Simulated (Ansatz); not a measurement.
Method: PBE (plane waves to 420 eV, PAW; Ansatz, an electronic-structure program).

Planar average of the electrostatic potential across the slab, in eV from the highest filled level, for a constructed model of the (000-1) surface of wurtzite GaN, from a spin-polarised start (in the relaxation 3 Ga–N bonds broke; N2 came loose), N-terminated, 2x2 N adatom at T1 (bottom of the slab: 3 H on 4 bottom sites):

(z (Å), V (eV)): (3.67, 6.63); (3.95, 6.63); (4.24, 6.63); (4.52, 6.63); (4.80, 6.63); (5.08, 6.63); (5.37, 6.63); (5.65, 6.62); (5.93, 6.62); (6.21, 6.61); (6.50, 6.59); (6.78, 6.55); (7.06, 6.45); (7.34, 6.21); (7.63, 5.65); (7.91, 4.16); (8.19, 3.68); (8.47, 3.89); (8.75, 2.07); (9.04, -1.03); (9.32, -3.62); (9.60, -5.32); (9.88, -7.77); (10.17, -9.99); (10.45, -8.23); (10.73, -3.13); (11.01, 1.46); (11.30, 1.86); (11.58, -0.73); (11.86, -3.85); (12.14, -5.66); (12.43, -7.57); (12.71, -10.25); (12.99, -9.69); (13.27, -4.59); (13.56, 0.62); (13.84, 2.07); (14.12, 0.11); (14.40, -3.22); (14.69, -5.37); (14.97, -6.92); (15.25, -9.69); (15.53, -10.41); (15.81, -6.31); (16.10, -0.63); (16.38, 2.09); (16.66, 0.95); (16.94, -2.32); (17.23, -4.92); (17.51, -6.46); (17.79, -9.12); (18.07, -10.80); (18.36, -7.86); (18.64, -1.95); (18.92, 1.90); (19.20, 1.64); (19.49, -1.26); (19.77, -4.29); (20.05, -6.15); (20.33, -8.33); (20.62, -9.62); (20.90, -6.88); (21.18, -0.90); (21.46, 3.69); (21.75, 5.43); (22.03, 5.96); (22.31, 5.70); (22.59, 4.62); (22.88, 3.79); (23.16, 4.04); (23.44, 4.60); (23.72, 4.11); (24.00, 3.62); (24.29, 4.26); (24.57, 5.43); (24.85, 6.07); (25.13, 6.25); (25.42, 6.31); (25.70, 6.33); (25.98, 6.34); (26.26, 6.34); (26.55, 6.34); (26.83, 6.34); (27.11, 6.34); (27.39, 6.34); (27.68, 6.34); (27.96, 6.34); (28.24, 6.34)

Slab: 44 atoms, 14.2 Å thick at the start with caps and adatoms; k 4x4x1, smearing 0.025 eV, dipole-corrected; 8 atoms held, the rest relaxed; symmetry of the start imposed; spin-polarised from one start with parallel moments (other orders not tried), no spin-orbit, no U. The starting moment vanished. It is one candidate, not shown to be the stable structure of the face.

The vacuum level lies 6.34 eV above the highest filled level over the top face and 6.63 eV above it under the bottom face.
